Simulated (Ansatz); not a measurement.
H on the 1x1 (111) surface of fcc Cu, one in a 2x2 cell: adsorption energies (eV for each) against ½ H2(g) in Ansatz (plane waves, PAW). Structures relaxed with PBE; the other functionals are single points on them, with slab and gas at the same level. No dispersion, zero-point or thermal terms. Rows are starts at which the adsorbate stayed; left out, since it moved away, changed or didn't bind there, or the run didn't converge: bridge Cu-Cu (span 2.6 Å).

Set-up: 17 atoms, 6.2 Å thick at the start under the adsorbate (thin: gaps and levels are the slab's own); mesh 6x6x1; 0.1 eV smearing; dipole correction on; 8 atoms held, the rest relaxed; each run with such symmetry as its start has; no spin, no spin-orbit, no U, no dispersion correction.

```json
[
 {"site": "top Cu", "PBE": "0.45", "RPBE": "0.56", "r2SCAN": "[?]"},
 {"site": "hollow Cu-Cu-Cu over Cu at depth 2.1 Å", "PBE": "-0.13", "RPBE": "0.03", "r2SCAN": "[?]"},
 {"site": "hollow Cu-Cu-Cu over Cu at depth 4.1 Å", "PBE": "-0.14", "RPBE": "0.01", "r2SCAN": "[?]"}
]
```

Question: Some entries are withheld; supply them.

Answer: 
- top Cu, r2SCAN: 0.38
- hollow Cu-Cu-Cu over Cu at depth 2.1 Å, r2SCAN: -0.21
- hollow Cu-Cu-Cu over Cu at depth 4.1 Å, r2SCAN: -0.23

RPBE moves the energies by 0.14 eV on average against PBE and the two lowest sites lie within 0.02 eV at one of the levels. r2SCAN moves the energies by -0.08 eV on average against PBE and the two lowest sites lie within 0.02 eV at one of the levels.

Ansatz is a program for electronic structure.
